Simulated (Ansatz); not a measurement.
System: SnPbO₃ (model structure, started from the tetragonal perovskite type, P4mm, No. 99, 5 atoms in the cell). Method: LDA (Ansatz, a quantum-chemistry and plane-wave program, plane waves, PAW).

Run with plane-wave cutoff 520 eV, 8×8×8 k mesh, Fermi–Dirac smearing 0.01 eV, scalar-relativistic PAW data made under PBE.

Cell (relaxed with PBEsol):

```cif
data_O3PbSn
_chemical_formula_sum 'Sn1 Pb1 O3'
_space_group_name_H-M_alt 'P 1'
_space_group_IT_number 1
_cell_length_a 4.07486
_cell_length_b 4.07486
_cell_length_c 4.13044
_cell_angle_alpha 90.000
_cell_angle_beta 90.000
_cell_angle_gamma 90.000
loop_
_space_group_symop_operation_xyz
  'x, y, z'
loop_
_atom_site_label
_atom_site_type_symbol
_atom_site_fract_x
_atom_site_fract_y
_atom_site_fract_z
_atom_site_occupancy
Sn1 Sn 0.50000 0.50000 0.43609 1
Pb1 Pb 0.00000 0.00000 0.99817 1
O1 O 0.50000 0.50000 0.92124 1
O2 O 0.50000 0.00000 0.37525 1
O3 O 0.00000 0.50000 0.37525 1
```

Question: Estimate the band gap and smallest direct gap on the k points sampled that the calculation returns.

Answer: 
- band gap = 1.15 eV
- smallest direct gap on the k points sampled = 2.10 eV

Note: the relaxation could raise the start's symmetry but not lower it, so the cell can be a saddle point; cell and atoms aren't relaxed at this level (pressure -4.5 GPa).

Spin–orbit coupling is not included; with these elements it can move the gap by several tenths of an eV or more.

The computed numbers hold no vibrational or temperature effects.

A model structure was made by putting elements into a prototype or built by hand; it is no filed structure, need not be a known phase, and can be a saddle point held by its symmetry.
